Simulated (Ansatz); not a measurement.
ZnS, response to strain

Base system: ZnS in the wurtzite structure (space group P6_3mc, No. 186).

```
CELL_PARAMETERS angstrom
      3.84528     0.00000     0.00000
     -1.92264     3.33011     0.00000
      0.00000     0.00000     6.30521
ATOMIC_POSITIONS crystal
  Zn 0.33333 0.66667 0.00023
  Zn 0.66667 0.33333 0.50023
  S  0.33333 0.66667 0.37477
  S  0.66667 0.33333 0.87477
```

Strains are applied to the cell and any free atomic positions relax.

Calculations: PBE (Ansatz, an electronic-structure program), no spin-orbit coupling.

```
isotropic strain (%)  band gap (eV)
--------------------  -------------
-3                             2.49
-2.4                           2.41
-1.8                              ?
-1.2                           2.24
-0.6                           2.16
0                              2.08
```

### Question
Fit E_g = E₀ + Dε (ε in %) to the rows shown and predict the withheld row.

### Answer
Least squares on the printed values gives E₀ = 2.08 eV, D = -137 meV per % of strain (largest residual 0.00 eV); this predicts 2.33 eV, and the run gives 2.32 eV, in agreement.

Stability against distortions was not tested.
